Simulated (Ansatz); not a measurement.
Structures of equal composition on the (0001) surface of wurtzite ZnO (Zn plane on top): 2x2 In adatom at H3; 2x2 In adatom at T4. The slabs share one bottom face, and each structure is named by its start. These are constructed structures in small cells; real faces may alloy, dewet or reconstruct in larger ones, and not all known structures of the face are among them. Slabs of about 14 Å with all that they carry, Fermi-Dirac smearing of 0.025 eV. Bottom of the slabs: H caps. Relaxed from the named starts with such symmetry as they have, on meshes of like density; energies extrapolated to zero smearing; no spin-orbit coupling, no U. Spin-polarised runs, if any, are marked in brackets, and their order is one that fits the cell; the others ran without spin. Where a second, spin-polarised start was run, the lower counts.

Host crystal: wurtzite ZnO, with a band gap (PBE, scalar-relativistic without spin-orbit coupling).

These are r2SCAN, at the PBE geometry (plane waves to 500 eV, PAW; Ansatz, a quantum-chemistry and plane-wave program) values and carry that method's errors.

Q: Put the candidates in order of energy per 1x1 cell, lowest first, for r2SCAN, at the PBE geometry.

A: 2x2 In adatom at T4 (0.000 eV [spin, 1.0 μB a cell], no gap over 0.04 eV on the mesh), 2x2 In adatom at H3 (0.021 eV [spin, 0.9 μB a cell], no gap over 0.04 eV on the mesh)
